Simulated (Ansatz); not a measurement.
Start from SrZrO$_{3}$ (space group P4mm, No. 99; a = 4.1112 Å, c = 4.1920 Å; a cell from a computed database, its experimental status unchecked).

The change: a negative pressure, −1 GPa.

Levels (all Ansatz, an electronic-structure program, PAW): PBEsol (420 eV, spin-orbit coupling left out); PBEsol+SOC (420 eV, with spin-orbit coupling).

The geometry is relaxed with PBEsol.

| Item | Result |
|---|---|
| PBEsol smallest direct gap | 3.64 eV |
| PBEsol electron mass | 2.8 mₑ along c, 0.42 mₑ across (at Γ) |
| PBEsol band gap | 3.34 eV |

Question: How does going to PBEsol+SOC change the smallest direct gap, electron mass and band gap?

Answer: The smallest direct gap decreases by 0.01 eV, from 3.64 eV to 3.63 eV; the electron mass goes from 2.8 mₑ along c, 0.42 mₑ across (at Γ) to 2.7 mₑ along c, 0.42 mₑ across (at Γ); the band gap stays 3.34 eV.

Single points use the geometry relaxed with PBEsol. The spin-orbit shifts are approximate. Load acts through the strain it causes; cell and atoms are relaxed under it. Masses are band curvatures over ±0.01 Å⁻¹ around the edge. Whether these cells are dynamically stable was not tested.
